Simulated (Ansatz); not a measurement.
The slab is Si(111) 1x1 surface, 6 top atoms, 3 bilayers, bottom bilayer H-capped and fixed, every top atom capped by H; cell 11.5 x 6.6 Å; two neighbouring H replaced by OH; about 7 Å thick over the host's atoms, 18 atoms held. These are PBE-D3(BJ) (plane waves to 420 eV, PAW; Ansatz, a program for electronic structure) values and carry that method's errors. Sampling: 1x2x1 k points. The slab states were run without spin polarisation. No Hubbard U. Slab thickness, cell and mesh are as stated and are not converged limits. No zero-point or entropy terms are included. Each state was relaxed from one prepared geometry.

End state of this step: DMZ exchanges a ligand with a surface O-H group and alkane forms. Atoms near the product:

```
atom    x (Å)  y (Å)   z (Å)
------  -----  -----  ------
H(29)   3.836  6.712  11.018
Si(30)  7.656  6.664   9.472
H(44)   7.669  6.673  10.981
O(46)   5.843  3.313  11.210
H(47)   4.848  5.205  13.034
Zn(a0)  7.101  9.291  12.303
C(a1)   5.498  5.964  13.482
H(a2)   5.871  5.617  14.453
H(a3)   6.342  6.146  12.807
H(a4)   4.933  6.894  13.621
C(a5)   8.352  8.647  13.587
H(a6)   9.053  7.961  13.095
H(a7)   8.918  9.481  14.022
H(a8)   7.834  8.108  14.390
```

Problem. What energy does it take to move CH4 into the gas, one a cell, with the surface relaxed behind it, and what are its closest contacts before it leaves?

Solution. 0.19 eV. Its closest contacts to the rest of the cell: H(a3)...H(44) 2.32 Å, H(47)...H(29) 2.71 Å, H(47)...O(46) 2.81 Å.

Here DMZ is dimethylzinc.
